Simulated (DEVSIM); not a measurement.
System: Schottky contact on p-type GaAs, at 300 K.

Layer 1 from the left is GaAs, thickness (μm) 0.920, Na (cm⁻³) 1.7e16, τn (s) 8.8e-8, τp (s) 8.8e-8.

Left contact: Schottky, work function 4.454 eV, emission velocity 2.5e6 cm/s. Right contact: ohmic. Voltage is applied to the left contact. Recombination: SRH at mid-gap, radiative. Mobility is constant in doping.

This is a model device: material constants are rounded textbook-type values typed into the input, and sizes, dopings and lifetimes were drawn at random. Values at 300 K.

GaAs: gap (eV) 1.424, affinity (eV) 4.07, permittivity 12.9, Nc (cm⁻³) 4.7e17, Nv (cm⁻³) 9e18, μn (cm²/Vs) 8500, μp (cm²/Vs) 400, B (cm³/s) 2e-10.

Q: Estimate by hand the built-in potential, the peak field at zero bias, the capacitance at 1.5 V, and compare with a numerical solution.

A: 
- Built-in potential: barrier φB = 1.040 eV; Vbi = φB − kT/q ln(N_band/N) = 0.878 V; numerical 0.878 V.
- Peak field at zero bias: depletion approximation: W = √(2εVbi/(qN)) = 0.271 μm with N = 1.70e16 cm⁻³; field = 2Vbi/W = 64700 V/cm; numerical 63600 V/cm (estimate above by 1.7 %).
- Capacitance at 1.5 V: C = √(qεN / 2(Vbi + |V|)) = 25.6 nF/cm²; numerical 25.7 nF/cm² (estimate below by 0.55 %).

Simulated with DEVSIM: 1D drift-diffusion, Boltzmann statistics, complete ionisation; no tunnelling, impact ionisation, image-force lowering or self-heating. Metal contacts follow the ideal Schottky-Mott rule: no Fermi-level pinning, no interface dipoles.
